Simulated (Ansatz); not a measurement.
# Rh: response to strain

The parent structure is Rh in the fcc (Cu type) structure (space group Fm-3m, No. 225; a = 3.802 Å; relaxed with 0.1 eV smearing). Axes: x, y, z lie along the cube axes.

Strains are applied to the cell and any free atomic positions relax; under biaxial strain the out-of-plane vector relaxes too.

The values are results of r2SCAN in Ansatz (plane waves to 500 eV, PAW, scalar-relativistic without spin-orbit coupling), not measurements.

Notes on the quantities. in-plane stress: mean in-plane stress (compression positive).

```json
[
 {"case": "biaxial strain −2.50 %, plane normal [111], relaxed out of plane", "out-of-plane strain": "+1.45 %", "in-plane stress": "+17.7 GPa"},
 {"case": "biaxial strain −2.08 %, plane normal [111], relaxed out of plane", "out-of-plane strain": "+1.19 %", "in-plane stress": "+14.4 GPa"},
 {"case": "biaxial strain −1.67 %, plane normal [111], relaxed out of plane", "out-of-plane strain": "+0.95 %", "in-plane stress": "+11.3 GPa"},
 {"case": "biaxial strain −1.25 %, plane normal [111], relaxed out of plane", "out-of-plane strain": "+0.71 %", "in-plane stress": "+8.2 GPa"},
 {"case": "biaxial strain −0.83 %, plane normal [111], relaxed out of plane", "out-of-plane strain": "+0.47 %", "in-plane stress": "+5.3 GPa"},
 {"case": "biaxial strain −0.42 %, plane normal [111], relaxed out of plane", "out-of-plane strain": "+0.23 %", "in-plane stress": "+2.6 GPa"}
]
```

No phonon test of stability was made. All final runs are without spin polarisation.

Ansatz is a first-principles code.
